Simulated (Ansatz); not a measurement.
Data:

```
CELL_PARAMETERS angstrom
      5.18989     0.00018    -0.00089
      2.59473     4.90604     0.00642
      0.00146     2.73330     8.56359
ATOMIC_POSITIONS crystal
  Li 0.43975 0.12049 0.14657
  Li 0.93975 0.12049 0.64658
  Li 0.18975 0.62049 0.39658
  Li 0.68976 0.62049 0.89658
  Nb 0.01792 0.96417 0.00597
  Nb 0.51792 0.96417 0.50597
  Nb 0.76792 0.46416 0.25596
  Nb 0.26791 0.46417 0.75596
  O  0.73584 0.77581 0.36631
  O  0.79362 0.77582 0.06102
  O  0.30680 0.77582 0.18477
  O  0.18055 0.27581 0.31101
  O  0.66737 0.27581 0.43477
  O  0.23584 0.77581 0.86630
  O  0.73833 0.27581 0.11630
  O  0.29362 0.77582 0.56102
  O  0.80680 0.77582 0.68477
  O  0.68055 0.27581 0.81101
  O  0.16736 0.27582 0.93476
  O  0.23833 0.27582 0.61630
```

Method: PBE, rigid bands (plane waves, PAW, scalar-relativistic; Ansatz, a program for electronic structure). Condition of this run: functional PBE, cell relaxed with it. How the cell was made: cell and atoms relaxed with PBE.

**Question.** Predict the electron conductivity mass (n e² τ/σ) at 300 K, by direction if it differs.

**Answer.** 2.1 (x), 1.33 (y), 1.94 (z) mₑ.

**Question.** Predict the hole conductivity mass (n e² τ/σ) at 300 K, by direction if it differs.

**Answer.** 3.0 (x), 5.3 (y), 3.1 (z) mₑ.

**Question.** And the band gap?

**Answer.** 3.54 eV at this level; semilocal functionals usually fall short of the measured gap.

Rigid bands, one relaxation time for all states, no polarons. Spin-orbit coupling is left out; where it splits the top of the valence band it changes the hole mass and lowers the gap by about a third of the splitting.
